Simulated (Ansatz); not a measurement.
Subject: the energy of configuration A over configuration B. The value is E(A) − E(B).

Cell A: a slab of Al (fcc, Fm-3m) cut along (111), 40 atoms, hexagonal cell of 8.57 Å (63.6 Å²), symmetry P3, 10.7 Å thick under 16 Å of vacuum, in-plane vectors held at the crystal's; planes from bottom to top: Al9 × 4 | Sn | H3, its two faces unlike (dipole correction applied); added, foreign or displaced atoms, above the top plane: SnH3 bound through Sn to 1 Al at 2.74 Å; spin state with PBE: run without spin, k-point mesh 5×5×1.
```yaml
crystal:
  lattice:
    - [8.57249, 0.00000, 0.00000]
    - [4.28625, 7.42399, 0.00000]
    - [0.00000, 0.00000, 26.26223]
  atoms:
    - { symbol: Al, position: [0.00000, 0.00000, 0.30615] }
    - { symbol: Al, position: [0.33362, 0.00122, 0.30390] }
    - { symbol: Al, position: [0.66527, 0.00103, 0.30398] }
    - { symbol: Al, position: [0.00103, 0.33370, 0.30398] }
    - { symbol: Al, position: [0.33333, 0.33333, 0.30156] }
    - { symbol: Al, position: [0.66516, 0.33362, 0.30390] }
    - { symbol: Al, position: [0.00122, 0.66516, 0.30390] }
    - { symbol: Al, position: [0.33370, 0.66527, 0.30398] }
    - { symbol: Al, position: [0.66667, 0.66667, 0.30537] }
    - { symbol: Al, position: [0.11246, 0.11250, 0.39349] }
    - { symbol: Al, position: [0.44337, 0.11308, 0.39222] }
    - { symbol: Al, position: [0.77504, 0.11246, 0.39349] }
    - { symbol: Al, position: [0.11308, 0.44355, 0.39222] }
    - { symbol: Al, position: [0.44355, 0.44337, 0.39222] }
    - { symbol: Al, position: [0.77822, 0.44354, 0.39326] }
    - { symbol: Al, position: [0.11250, 0.77504, 0.39349] }
    - { symbol: Al, position: [0.44354, 0.77825, 0.39326] }
    - { symbol: Al, position: [0.77825, 0.77822, 0.39326] }
    - { symbol: Al, position: [0.88967, 0.22086, 0.48004] }
    - { symbol: Al, position: [0.22402, 0.22399, 0.48065] }
    - { symbol: Al, position: [0.55199, 0.22402, 0.48065] }
    - { symbol: Al, position: [0.89009, 0.55506, 0.47936] }
    - { symbol: Al, position: [0.22399, 0.55199, 0.48065] }
    - { symbol: Al, position: [0.55506, 0.55485, 0.47936] }
    - { symbol: Al, position: [0.88947, 0.88967, 0.48004] }
    - { symbol: Al, position: [0.22086, 0.88947, 0.48004] }
    - { symbol: Al, position: [0.55485, 0.89009, 0.47936] }
    - { symbol: Al, position: [0.00000, 0.00000, 0.56869] }
    - { symbol: Al, position: [0.33367, 0.99874, 0.56817] }
    - { symbol: Al, position: [0.66675, 0.99949, 0.56820] }
    - { symbol: Al, position: [0.99949, 0.33376, 0.56820] }
    - { symbol: Al, position: [0.33333, 0.33333, 0.57788] }
    - { symbol: Al, position: [0.66759, 0.33367, 0.56817] }
    - { symbol: Al, position: [0.99874, 0.66759, 0.56817] }
    - { symbol: Al, position: [0.33376, 0.66675, 0.56820] }
    - { symbol: Al, position: [0.66667, 0.66667, 0.56800] }
    - { symbol: Sn, position: [0.33333, 0.33333, 0.68210] }
    - { symbol: H, position: [0.52227, 0.32957, 0.70737] }
    - { symbol: H, position: [0.14815, 0.52227, 0.70737] }
    - { symbol: H, position: [0.32957, 0.14815, 0.70737] }
```

Cell B: a slab of Al (fcc, Fm-3m) cut along (111), 40 atoms, hexagonal cell of 8.57 Å (63.6 Å²), symmetry P3, 10.4 Å thick under 16 Å of vacuum, in-plane vectors held at the crystal's; planes from bottom to top: Al9 × 4 | Sn | H3, its two faces unlike (dipole correction applied); added, foreign or displaced atoms, above the top plane: SnH3 bound through Sn to 3 Al at 3.12 Å; spin state with PBE: run without spin, k-point mesh 5×5×1.
```
Al36SnH3
1.0
    8.57249     0.00000     0.00000
    4.28625     7.42399     0.00000
    0.00000     0.00000    25.96289
Al Sn H
36 1 3
Direct
  0.99965   0.99953   0.30832
  0.33416   0.99965   0.30832
  0.66592   0.00147   0.30739
  0.99953   0.33416   0.30832
  0.33416   0.33364   0.30541
  0.66553   0.33416   0.30541
  0.00147   0.66594   0.30739
  0.33364   0.66553   0.30541
  0.66594   0.66592   0.30739
  0.11111   0.11111   0.39843
  0.44524   0.11320   0.39704
  0.77509   0.11295   0.39712
  0.11295   0.44529   0.39712
  0.44444   0.44444   0.39666
  0.77488   0.44524   0.39704
  0.11320   0.77488   0.39704
  0.44529   0.77509   0.39712
  0.77778   0.77778   0.39788
  0.88721   0.22290   0.48522
  0.22290   0.22323   0.48522
  0.55374   0.22564   0.48629
  0.88906   0.55507   0.48535
  0.22564   0.55395   0.48629
  0.55395   0.55374   0.48629
  0.88920   0.88906   0.48535
  0.22323   0.88721   0.48522
  0.55507   0.88920   0.48535
  0.00093   0.99975   0.57512
  0.33265   0.00093   0.57512
  0.66644   0.00025   0.57500
  0.99975   0.33265   0.57512
  0.33180   0.33288   0.57737
  0.66865   0.33180   0.57737
  0.00025   0.66664   0.57500
  0.33288   0.66865   0.57737
  0.66664   0.66644   0.57500
  0.44444   0.44444   0.67914
  0.62974   0.44560   0.70603
  0.25799   0.62974   0.70603
  0.44560   0.25799   0.70603
```

Plane-wave PAW calculations with Ansatz (a program for electronic structure), its default PAW set, cutoff 420 eV. The structures are at rest with PBE, within the held lattices. Neutral cells; Fermi-Dirac smearing of at most 0.10 eV in the solids, energies taken to zero width. Larger cells are relaxed from a start prepared with the learned potential CHGNet, on a coarser mesh till forces fall under 0.03 eV/Å, which some starts already meet. A dispersion term (D3(BJ), or D4 for r2SCAN) was computed beside these levels and is taken off wherever the name lacks it. Static lattices, no vibrational contributions. No structure search was made; lower ones may exist. The runs are scalar-relativistic, without spin-orbit coupling. No correction for cell size. Cell A has symmetry P3 and got no random move, so less symmetric positions, which may lie lower, weren't tried. Cell B has symmetry P3 and got no random move, so less symmetric positions, which may lie lower, weren't tried.

**Question.** Predict the value from PBE.

**Answer.** -0.18 eV for A less B, so A lies lower.
